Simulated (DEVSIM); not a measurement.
Device: Ru/Al2O3/n-Ge capacitor, at 300 K.

```
layer (left to right)  material  thickness (nm)  Nd (cm⁻³)
---------------------  --------  --------------  ---------
1                         Al2O3            12.0          -
2                            Ge            4000     2.2e16
```

Metal gate on the left, work function 4.7 eV. Fixed charge at the semiconductor interface -4.9e11 cm⁻² (in units of +e); no interface traps.

Constants are typed, rounded textbook-type inputs, not results; the design itself was drawn at random and stands for no fabricated device. Values at 300 K.

```tsv
parameter	Al2O3	Ge
gap (eV)	6.8	0.664
affinity (eV)	1.35	4
permittivity	9	16
Nc (cm⁻³)	-	1.04e19
Nv (cm⁻³)	-	6e18
```

Model (solved in DEVSIM): 1D Poisson equation in equilibrium, Boltzmann statistics, complete ionisation; no quantum confinement or tunnelling. Metal contacts follow the ideal Schottky-Mott rule: no Fermi-level pinning, no interface dipoles.

The interface trap density was swept, all else fixed.

```
interface trap density (cm^-2 eV^-1)  minimum of the low-frequency capacitance (μF/cm²)  threshold voltage (band bending 2φF) (V)  flat-band voltage (V)
------------------------------------  -------------------------------------------------  ----------------------------------------  ---------------------
0                                                                                0.0894                                      0.21                   0.66
1e10                                                                             0.0906                                      0.21                   0.66
1e11                                                                         (withheld)                                      0.20                   0.66
3e11                                                                              0.124                                      0.20                   0.67
1e12                                                                              0.189                                      0.16                   0.70
2e12                                                                              0.259                                      0.12                   0.74
```

Q: Complete the blanks.

A: 
- 1e11, minimum of the low-frequency capacitance (μF/cm²): 0.101
